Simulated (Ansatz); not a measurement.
For As (Cmce, No. 64), PBEsol in Ansatz (PAW) gives:

| Item | Value |
|---|---|
| cohesive energy | 3.37 eV/atom |
| band gap | 0.00 eV |

Question: What does r²SCAN+rVV10 (plane waves, PAW; Ansatz, an electronic-structure program) give for the same quantities?

Answer: 
- cohesive energy: 3.06 eV/atom (shrinks by 0.31 eV/atom)
- band gap: 0.02 eV (is nearly the same)

Changes are worked out from the printed values.

Unless a cell is named, each level is at its own relaxed cell (PBEsol 21.76, r²SCAN+rVV10 23.54 Å³/atom).

Levels without +SOC have no spin–orbit coupling; where heavier elements are present it shifts gaps, mostly down, and can invert bands. A gap of zero means that the bands touch or overlap. Density-functional gaps are differences of (generalised) Kohn–Sham levels.

Caveats: the cell comes from a level without a dispersion term, which matters for the spacing of layers, chains or molecules (PBEsol). Ansatz's density-functional and Hartree–Fock values are scalar-relativistic unless marked +SOC, with PAW data made under PBE.
